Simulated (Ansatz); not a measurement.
Take WC (space group P-6m2, No. 187; relaxed with 0.1 eV smearing) as the base.

```xyz
2
Lattice="2.9131 0.0000 0.0000 -1.4565 2.5228 0.0000 0.0000 0.0000 2.8358" Properties=species:S:1:pos:R:3 pbc="T T T"
W      0.0000     0.0000     0.0000
C      1.4565     0.8409     1.4179
```

Cartesian axes are those of the cell as printed.

Method: r2SCAN (Ansatz, a program for electronic structure, PAW, no SOC), earlier PAW set.

The change: an isotropic linear strain of +1.75 %, atoms relaxed at fixed cell.

Question: Predict the stress tensor and what it implies for the stiffness.

Answer: Stress of the strained cell less that of the base (GPa, compression positive):
```
  -17.9     0.0     0.0
    0.0   -17.9     0.0
    0.0     0.0   -20.9
```

Then B = −ΔP/(ΔV/V₀) with ΔV/V₀ = 0.0534 gives secant stiffness values (nonlinear terms included at this strain): B (at held cell shape, above the free-shape value) ≈ 354 GPa.

As a check, the harmonic strain energy −½ V₀ Δσ:ε is 32 meV/atom; the computed energy rise is 34 meV/atom.

Stability against distortions was not tested. All final runs are without spin polarisation.
